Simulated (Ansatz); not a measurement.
```yaml
crystal:
  lattice:
    - [3.08069, 0.00000, 0.00000]
    - [-1.54035, 2.66474, 0.00000]
    - [0.00000, 0.00000, 10.07579]
  atoms:
    - { symbol: Si, position: [0.00008, 0.00015, 0.00031] }
    - { symbol: Si, position: [0.99992, 0.99985, 0.50031] }
    - { symbol: Si, position: [0.66656, 0.33313, 0.75026] }
    - { symbol: Si, position: [0.33344, 0.66687, 0.25026] }
    - { symbol: C, position: [0.00000, 0.99999, 0.81286] }
    - { symbol: C, position: [0.00000, 0.00001, 0.31286] }
    - { symbol: C, position: [0.66648, 0.33297, 0.56220] }
    - { symbol: C, position: [0.33352, 0.66703, 0.06220] }
```

No spin polarisation.

Method: r2SCAN (Ansatz, an electronic-structure program), no SOC. k-mesh 12×12×4 (Γ-centred); smearing 0.05 eV (Fermi–Dirac).

Problem. Predict the gap character and valence-band top at Γ.

Solution. 
- Gap character: indirect, Γ → Y
- Valence-band top at Γ (three highest levels, from the VBM): 0.00, -0.01, -0.05 eV

Load acts through the strain it causes; cell and atoms are relaxed under it. Beyond what the load breaks, stability against distortions was not tested. The cell was made from SiC (space group P6_3mc, No. 186) by this change: uniaxial stress, 0.5 GPa tension along x.
